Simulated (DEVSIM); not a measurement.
Device: Ti/SiO2/n-Si capacitor, at 300 K.

| layer (left to right) | material | thickness (nm) | Nd (cm⁻³) |
|---|---|---|---|
| 1 | SiO2 | 3.20 | - |
| 2 | Si | 340 | 2.9e18 |

Metal gate on the left, work function 4.33 eV. Fixed charge at the semiconductor interface 4.3e11 cm⁻² (in units of +e); no interface traps.

This is a model device: material constants are rounded textbook-type values typed into the input, and sizes, dopings and lifetimes were drawn at random. Values at 300 K.

| parameter | SiO2 | Si |
|---|---|---|
| gap (eV) | 9 | 1.124 |
| affinity (eV) | 0.9 | 4.05 |
| permittivity | 3.9 | 11.7 |
| Nc (cm⁻³) | - | 2.86e19 |
| Nv (cm⁻³) | - | 3.1e19 |

DEVSIM, 1D Poisson equation in equilibrium, Boltzmann statistics, complete ionisation; no quantum confinement or tunnelling. Metal contacts follow the ideal Schottky-Mott rule: no Fermi-level pinning, no interface dipoles.

The interface trap density was swept, all else fixed.

```csv
interface trap density (cm^-2 eV^-1),minimum of the low-frequency capacitance (μF/cm²),flat-band voltage (V)
0,0.358,0.16
1e10,0.359,0.16
1e11,0.365,0.16
3e11,?,0.17
1e12,0.426,0.20
2e12,0.478,0.24
```

Question: Some entries are withheld; supply them.

Answer: 
- 3e11, minimum of the low-frequency capacitance (μF/cm²): 0.379
